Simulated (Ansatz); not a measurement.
ZnBr2 (R-3m, No. 166, 3 atoms in the cell; start mp-569960), treated with PBEsol in Ansatz (plane waves, PAW).

Run with plane-wave cutoff 500 eV, 12×12×12 k mesh, gaussian smearing 0.02 eV, scalar-relativistic PAW data made under PBE.

Cell (relaxed at this level):

```xyz
3
Lattice="1.8576 1.0725 6.5453 -1.8576 1.0725 6.5453 0.0000 -2.1450 6.5453" Properties=species:S:1:pos:R:3 pbc="T T T"
Zn     0.0000     0.0000     0.0000
Br     0.0000     0.0000     5.0769
Br     0.0000     0.0000    14.5589
```

**Question.** What does this level give for the band gap?

**Answer.** 
- band gap: 3.22 eV (on the SCF k mesh)

Note: the relaxation could not lower the start's symmetry, so the cell can be a saddle point above a distorted one; the cell has widely spaced layers and the level no dispersion term, so their spacing and the moduli can rest on weak binding.

Spin–orbit coupling is not included.

Static lattice: no zero-point or thermal effects.

Computing time: around 3 core-minutes (rough).

A start named mp-… is a Materials Project structure, which need not be a measured phase.

Ansatz is an electronic-structure program.
